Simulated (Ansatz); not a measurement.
The reference is MgO in the rock salt structure (space group Fm-3m, No. 225; a = 4.204 Å). Axes: x, y, z lie along the cube axes.

Level of theory: r2SCAN (Ansatz, a first-principles code; PAW; 500 eV plane waves; no SOC).

Strains are applied to the cell and any free atomic positions relax; under biaxial strain the out-of-plane vector relaxes too.

One change was made to it. Results:

```tsv
quantity	base	after
shortest interatomic distance	2.102 Å	2.083 Å
band gap	5.68 eV	5.91 eV
valence-band top at Γ (three highest levels, from the VBM)	0.00, 0.00, 0.00 eV	0.00, 0.00, -0.18 eV
```

Question: Which of these changes matches the shifts?
(A) biaxial strain −1.67 %, plane normal [111], relaxed out of plane
(B) biaxial strain −0.83 %, plane normal [111], relaxed out of plane
(C) biaxial strain −1.25 %, plane normal [111], relaxed out of plane
(D) biaxial strain −2.08 %, plane normal [111], relaxed out of plane
(E) biaxial strain −2.50 %, plane normal [111], relaxed out of plane

Answer: A, biaxial strain −1.67 %, plane normal [111], relaxed out of plane. For comparison, the band gap in the other runs: biaxial strain −0.83 %, plane normal [111], relaxed out of plane gives 5.80 eV; biaxial strain −2.08 %, plane normal [111], relaxed out of plane gives 5.96 eV; biaxial strain −2.50 %, plane normal [111], relaxed out of plane gives 6.01 eV; biaxial strain −1.25 %, plane normal [111], relaxed out of plane gives 5.85 eV.

Stability against distortions was not tested.
